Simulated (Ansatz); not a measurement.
An Ansatz (an electronic-structure program) input (PBE-D3(BJ) in Ansatz (plane waves to 420 eV, PAW, no SOC)):

Ansatz 0.2 input:
```yaml
crystal:
  lattice:
    - [3.6321390872, 0, 0]
    - [-1.8160695436, 3.1455247196, 0]
    - [0, 0, 5.6801825742]
  atoms:
    - { symbol: Sn, position: [0, 0, 0] }
    - { symbol: Se, position: [0.3333333333, 0.6666666667, 0.265331918] }
    - { symbol: Se, position: [0.6666666667, 0.3333333333, 0.734668082] }
basis: { ecutwfc: 420, ecutrho_ratio: 4, xc_grid: 2, fft_grid_basis: typed }
kpoints: { mp_grid: { grid: [10, 10, 6] } }
hamiltonian:
  xc: pbe
  dispersion: d3bj
  pseudopotentials: { kind: paw }
scf: { occupations: { method: fermi_dirac, width: 0.05 }, convergence: { dr2_threshold: 0.0000000003 } }
relax: { f_tol: 0.005, max_steps: 50 }
output: { forces: true, stress: true }
checkpoint: { write: state.ck, write_every: 1000 }
```

Q: Which symmetry and how many k-points will the program report, and about how many plane waves at Γ?

A: Space group P-3m1 (ITA 164) with 12 operations, k-points 72 of 600, and 1243 plane waves at Γ.

Q: And the final pressure?

A: 10.16 GPa (compression positive).

The mesh was chosen for an insulator and is coarse for the gapless case. The cells carry an imposed strain or load. Stability against distortions was not tested. All final runs are without spin polarisation. The cell was made from SnSe₂ in the CdI2 type structure (space group P-3m1, No. 164; layered, stacked along the Cartesian z axis) by this change: isotropic strain −5.42 %.
